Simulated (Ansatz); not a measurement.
The starting structures come from a database of crystals and need not be the phases stable at ambient conditions.

 Where the default PAW files enter, the runs use the earlier of Ansatz's two default sets.

Here is the system:

```yaml
crystal:
  lattice:
    - [2.55394, 0.00000, 0.00000]
    - [0.00000, 4.22685, 0.00000]
    - [1.27697, 0.00000, 2.14542]
  atoms:
    - { symbol: B, position: [0.66667, 0.00028, 0.66667] }
    - { symbol: B, position: [0.33333, 0.50028, 0.33333] }
    - { symbol: N, position: [0.66667, 0.37472, 0.66667] }
    - { symbol: N, position: [0.33333, 0.87472, 0.33333] }
```

Space group of this cell: Cmc2_1. The cell is strained (lengths along the current scaled by 0.97, ions clamped); by r2SCAN its mean pressure is 7.3 GPa.

Transport runs along the normal of the first two printed cell vectors.

The gap is the functional's own, uncorrected, and κ follows it; spin-orbit coupling is left out. Mid-gap values are interpolated between the computed energies.

**Question.** Compute, with r2SCAN (Ansatz, an electronic-structure program), the band gap and the smallest decay constant κ at mid-gap.

**Answer.** Gap 5.65 eV on a 14×8×14 mesh; κ = 0.442 1/Å, at the zone centre.
